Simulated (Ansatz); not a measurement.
Start from SrCl$_{2}$ in the fluorite structure (space group Fm-3m, No. 225; a = 7.0410 Å).

Calculations: PBE, PAW, 420 eV (Ansatz, a quantum-chemistry and plane-wave program; spin-orbit coupling left out).

Before the change:

Band gap: 5.24 eV
Electron mass: 0.38 mₑ (at Γ)
Shortest interatomic distance: 3.049 Å

It is then changed as follows: cell and atoms relaxed at a pressure of 0.7 GPa.

### Question
Predict the new band gap, electron mass and shortest interatomic distance.

### Answer
The band gap rises by 0.076 eV, from 5.24 eV to 5.31 eV; the electron mass is still 0.38 mₑ (at Γ); the shortest interatomic distance decreases by 0.020 Å to 3.029 Å.

Load acts through the strain it causes; cell and atoms are relaxed under it. Masses are band curvatures over ±0.01 Å⁻¹ around the edge. No phonon test of stability was made.
